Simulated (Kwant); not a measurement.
Device: quantum point contact (saddle potential) in a InAs two-dimensional gas. Effective mass 0.023 mₑ, grid spacing 10 nm, hard walls, nominal width 300 nm (29 grid rows, so walls 300 nm apart), one parabolic valley, scattering region 900 nm long along x; energies count from the band bottom; Fermi energy 0.00697 eV. Potential (V0 + ½k y²) cos²(πx/L) for |x| < L/2, with V0 swept from 0.0073185 to 0 eV, k = 3.4e-06 eV/nm², L = 240 nm. Perpendicular field 0.037 T, also in the leads; orbital effect alone.

The device is made up for the run: typed textbook-type constants, with dimensions and the other settings drawn at random.

Computed with Kwant: effective-mass tight-binding model on a square grid, one spin, coherent transport at 0 K. Conductance is in e²/h.

Sweep values stay those of the base run.

The curvature of the confinement was swept, all else fixed.

| curvature of the confinement (eV/nm²) | G (e²/h) at V0 = 1.909 meV | G (e²/h) at V0 = 5.515 meV | G (e²/h) at V0 = 3.712 meV | mean G (e²/h) over the sweep |
|---|---|---|---|---|
| 1.7e-6 | 2.09 | 0.68 | 1.35 | 1.44 |
| 2.4e-6 | 1.93 | 0.55 | 1.09 | 1.19 |
| 2.9e-6 | 1.80 | 0.47 | 1.03 | 1.09 |
| 3.4e-6 | 1.57 | 0.39 | 1.00 | 1.01 |
| 4.1e-6 | 1.26 | 0.31 | 0.98 | 0.93 |
| 5.1e-6 | 1.06 | 0.22 | 0.96 | 0.81 |
| 6.8e-6 | 1.01 | 0.12 | 0.92 | 0.67 |

From the first row to the last the G at V0 = 1.909 meV goes from 2.09 to 1.01. From the first row to the last the G at V0 = 5.515 meV goes from 0.68 to 0.12.
